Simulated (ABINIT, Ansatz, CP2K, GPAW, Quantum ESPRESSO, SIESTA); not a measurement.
# One structure in several programs: InAs (F-43m, 2 atoms in the cell)

Self-consistent single point.

```
InAs
1.0
    0.00000     3.03000     3.03000
    3.03000     0.00000     3.03000
    3.03000     3.03000     0.00000
In As
1 1
Direct
  0.00000   0.00000   0.00000
  0.25000   0.25000   0.25000
```

Shared settings, as Ansatz (a first-principles code) writes them: kpoints.mp_grid.grid = 9 9 9; scf.occupations.method = fermi_dirac; scf.occupations.width = 0.0037 Ry. Potentials and cutoffs stand in the table.

```csv
code,model,pressure (GPa),cutoff
ABINIT,"LDA (PW92), norm-conserving pseudopotentials (PseudoDojo nc-sr-04 LDA standard)",-1.15,40 Ha
Quantum ESPRESSO,"LDA (PW92), PseudoDojo standard norm-conserving (LDA) pseudopotentials",-1.15,80 Ry
GPAW,"LDA (Perdew-Wang 92), GPAW PAW datasets LDA (gpaw-data 1.0.1)",-1.30,550 eV
SIESTA,"LDA PW92, numerical atomic orbitals DZP, PseudoDojo LDA standard norm-conserving potentials (rewritten from UPF to PSML)",-0.80,grid 350 Ry
CP2K,"LDA (Pade form), GPW, DZVP-MOLOPT-SR-GTH basis, GTH-PADE potentials (GTH_POTENTIALS)",-0.38,grid 500 Ry
Ansatz,"LDA (PW92), default PAW files made with PBE",-1.00,default
```

No clean gap comes from ABINIT, Quantum ESPRESSO, GPAW, SIESTA, CP2K and Ansatz: levels at the Fermi energy touch, overlap or are partly filled at this smearing.

The spread over the programs that give each value: pressure within 0.92 GPa.

SIESTA and CP2K use small atom-centred bases, whose incompleteness enters pressures, forces and empty levels differently from a plane-wave cutoff. Ansatz's pressure is given at a fixed set of plane waves, as the other plane-wave codes print theirs.

The starting cell has typed, rounded lattice constants, without a prior relaxation at this level.

Left out of this page: Elk and FLEUR (not drawn, or without a comparable value).

Keys are those of Ansatz 0.2.
